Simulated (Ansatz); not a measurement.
Consider SnAs in the rock salt structure (space group Fm-3m, No. 225; a = 5.714 Å; relaxed with 0.1 eV smearing). Axes: x, y, z lie along the cube axes.

Level of theory: PBEsol (Ansatz, a program for electronic structure, PAW, spin-orbit coupling left out).

For the base:

| Property | Value |
|---|---|
| Shortest interatomic distance | 2.857 Å |

One thing is altered: tensile biaxial strain of 0.64 % in the plane normal to [001], as in epitaxy on a mismatched substrate; the out-of-plane cell vector and the atoms relax.

### Question
Estimate the effect on the out-of-plane strain and shortest interatomic distance.

### Answer
The out-of-plane strain amounts to -0.22 %; the shortest interatomic distance shrinks by 0.006 Å to 2.851 Å.

Whether these cells are dynamically stable was not tested. All final runs are without spin polarisation. An odd electron count without spin: SnAs.
